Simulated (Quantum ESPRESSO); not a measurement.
## Habitual settings against a tight run: La2Mg (C2/m, 6 atoms in the cell)

Self-consistent single point.

```
La2Mg
1.0
    6.29497    -1.88707     0.00000
    6.29497     1.88707     0.00000
   -3.14211     0.00000     8.42876
La Mg
4 2
Direct
  0.67079   0.67079   0.11903
  0.32921   0.32921   0.88097
  0.98109   0.98109   0.25769
  0.01891   0.01891   0.74231
  0.32712   0.32712   0.44930
  0.67288   0.67288   0.55070
```

Level of theory: LDA (PZ), GBRV 1.5 ultrasoft (LDA) pseudopotentials (plane waves; Quantum ESPRESSO 7.5).

Base settings: ecutwfc = 40 Ry; ecutrho = 200 Ry; occupations = smearing; smearing = cold; degauss = 0.0036749 Ry; potentials = {La: la_lda_v1.uspp.F.UPF, Mg: mg_lda_v1.4.uspp.F.UPF}; K_POINTS = automatic 5 5 2 0 0 0; conv_thr = 1e-10 Ry.

Tight run (finer mesh or higher cutoff; not a proven limit): ecutwfc: 40 Ry → 56 Ry; ecutrho: 200 Ry → 280 Ry; conv_thr: 1e-10 Ry → 7.3e-11 Ry; K_POINTS: automatic 5 5 2 0 0 0 → automatic 7 7 3 0 0 0. It gave Fermi level (on the code's own zero) 9.19 eV; pressure -3.49 GPa; largest force (vector length) 0.130 eV/Å.

Quick runs, as changes from the base:
- A: the base itself
- B: ecutwfc: 40 Ry → 32 Ry; ecutrho: 200 Ry → 160 Ry; smearing: cold → mp; degauss: 0.0036749 Ry → 0.0147 Ry; conv_thr: 1e-10 Ry → 7.3e-05 Ry; K_POINTS: automatic 5 5 2 0 0 0 → automatic 2 2 2 0 0 0

Energies are extrapolated to zero smearing width, which holds to low order in the width alone (under cold and Methfessel-Paxton smearing the free energy itself is taken).

The count of work is k-points × plane waves × bands × iterations; it is no time. Core times come from one kind of shared machine and are given to one figure; runs under 30 s give none.

The starting cell comes from a database of computed structures (which also holds hypothetical and non-ambient phases and stackings), without a prior relaxation at this level. Its lattice was rescaled by a random factor within 2.5 % of one. In the base run, with a pressure of about -3 GPa the cell is away from its equilibrium volume at this level. Without a gap this mesh is coarse (it stands for a supercell whose shortest vector is 18 Å).

| run | energy less tight (meV/atom) | largest miss in a force vector (eV/Å) | count of work / tight | core time / tight (rough) |
|---|---|---|---|---|
| A | 19.0 | 0.087 | 0.23 | 0.3 |
| B | -234.7 | 0.434 | 0.026 | 0.05 |

Among the runs at the tight run's level, the energy misses run from 19.0 to 234.7 meV/atom.

Left out of this page: 3 runs of the series outside the window shown, repeating another row's setting, or not comparable.
